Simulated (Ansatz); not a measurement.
The structure below was relaxed with r2SCAN (Ansatz, an electronic-structure program; PAW; 500 eV plane waves; no SOC), at pressure 7 GPa.

Space group F-43m (No. 216); a = b = c = 5.791 Å, α = β = γ = 90.00°

```
atom  site  symmetry       x       y       z
----  ----  --------  ------  ------  ------
I       4c      -43m  0.2500  0.2500  0.2500
Cu      4a      -43m  0.0000  0.0000  0.0000
```

**Question.** Write out a cell with all atoms.

**Answer.** 
```xyz
8
Lattice="5.7907 0.0000 0.0000 0.0000 5.7907 0.0000 0.0000 0.0000 5.7907" Properties=species:S:1:pos:R:3 pbc="T T T"
I      1.4477     1.4477     1.4477
Cu     0.0000     0.0000     0.0000
I      1.4477     4.3430     4.3430
Cu     0.0000     2.8953     2.8953
I      4.3430     1.4477     4.3430
Cu     2.8953     0.0000     2.8953
I      4.3430     4.3430     1.4477
Cu     2.8953     2.8953     0.0000
```
This is the conventional cell.

Load acts through the strain it causes; cell and atoms are relaxed under it. No phonon test of stability was made. Tetrahedral semiconductors of this kind turn to denser phases somewhere between about 1 and 50 GPa; those were not computed, so compressed cells here can lie past the real transition. All final runs are without spin polarisation. The cell was made from CuI in the zinc blende structure (space group F-43m, No. 216) by this change: pressure 7 GPa.
